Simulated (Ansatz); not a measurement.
Input and output of a self-consistent single point for Lu3TlC (P4mm, 5 atoms in the cell) (Ansatz, a quantum-chemistry and plane-wave program).

Method of the run: LDA (PW92), default PAW files made with PBE (plane waves; Ansatz).

```
CELL_PARAMETERS angstrom
      4.73183     0.00000     0.00000
      0.00000     4.73183     0.00000
      0.00000     0.00000     4.73183
ATOMIC_POSITIONS crystal
  Lu 0.50000 0.00000 0.50000
  Lu 0.01057 0.50000 0.50000
  Lu 0.50000 0.50000 0.00000
  Tl 0.00000 0.00000 0.00000
  C  0.50000 0.50000 0.50000
```

Reference input (self-consistent single point, DFT, LDA (PW92), plane waves, default PAW files made with PBE): basis.ecutwfc = 420 eV; kpoints.mp_grid.grid = 5 5 5; hamiltonian.xc = lda; hamiltonian.pseudopotentials = {kind: paw} (the program's default PAW files); scf.occupations.method = gaussian; scf.occupations.width = 0.1 eV. This run's input differs from it in these lines:

Ansatz 0.2 input:
```diff
@@ -13,3 +13,3 @@
 basis:
-  ecutwfc: 420.0 eV
+  ecutwfc: 505.0 eV
 kpoints:
```

Log, with long lists cut:

```
SCF iter   1: F=—  HF=-54871.383830 eV  |F-HF|=—  |Δ(HF+E_count)|=         —  Δρ=4.86e-3  dr2=2.44e-2  ethr=1.77e-3  ⟨swp⟩=5.4  Hψ=3978  notcnv=0  defer=2
all-band conjugate gradients solve this SCF's bands
preconditioner: auto → Resta (q_TF=auto, 2.665 Å⁻¹)
SCF iter   2: F=—  HF=-54871.377291 eV  |F-HF|=—  |Δ(HF+E_count)|=   6.54e-3  Δρ=2.27e-3  dr2=2.93e-3  ethr=2.65e-5  ⟨swp⟩=2.2  Hψ=2022  notcnv=0  defer=10
   [... lines left out ...]
SCF iter   6: F=—  HF=-54871.376331 eV  |F-HF|=—  |Δ(HF+E_count)|=   4.23e-6  Δρ=4.35e-5  dr2=2.04e-6  ethr=2.05e-8  ⟨swp⟩=2.2  Hψ=1755  notcnv=0  defer=10
SCF iter   7: F=—  HF=-54871.376331 eV  |F-HF|=—  |Δ(HF+E_count)|=   2.13e-7  Δρ=1.91e-5  dr2=3.01e-7  ethr=2.22e-9  ⟨swp⟩=2.0  Hψ=1783  notcnv=0  defer=10
SCF iter   8: F=—  HF=-54871.376330 eV  |F-HF|=—  |Δ(HF+E_count)|=   3.23e-7  Δρ=8.26e-6  dr2=6.30e-8  ethr=1.09e-10  ⟨swp⟩=11.8  Hψ=6227  notcnv=0
SCF iter   9: F=-54871.376330 eV  HF=-54871.376330 eV  |F-HF|=4.96e-9  |Δ(HF+E_count)|=   3.09e-8  Δρ=2.99e-6  dr2=9.49e-9  ethr=6.84e-11  ⟨swp⟩=5.0  Hψ=4274  notcnv=0
SCF 1 converged in 9 iterations: F = -54871.376330 eV  dr2 = 9.49e-9
Free energy (F): -54871.376330 eV
Internal energy: -54871.369493 eV  (E = F + TS)
E sigma→0 (E₀):  -54871.372912 eV
Entropy (-TS):   -0.006837 eV (-1.367 meV/atom)
Fermi energy:    14.274013 eV
--- Forces (eV/Å), atoms counted from 1 ---
  atom   1  Lu     0.16200930    -0.00000000     0.00000000
  atom   2  Lu    -0.49396821     0.00000000     0.00000000
  atom   3  Lu     0.16200930    -0.00000000     0.00000000
  atom   4  Tl     0.02907062     0.00000000     0.00000000
  atom   5  C      0.14089470     0.00000000     0.00000000
--- Stress (GPa, compression-positive) ---
       -4.109417      -0.000000       0.000000
       -0.000000      -4.247138       0.000000
        0.000000       0.000000      -4.247138
  P = ⅓ Tr σ = -4.2012 GPa (-42.012 kbar)
  The stress holds the Pulay correction. Without it, at fixed plane waves, as pw.x and ABINIT print it: P = -4.2084 GPa
```

The run converged in 9 iterations. Against the reference run the free energy drops by 1.4 meV/atom, the pressure hardly changes (-4.19 to -4.20 GPa) and the largest force hardly changes (0.495 to 0.494 eV/Å).

The starting cell comes from a database of computed structures (which also holds hypothetical and non-ambient phases and stackings), without a prior relaxation at this level. Its lattice was rescaled by up to half a per cent. One atom was moved a little off its site on purpose. Ansatz's pressure includes its estimate of the finite-basis (Pulay) stress.
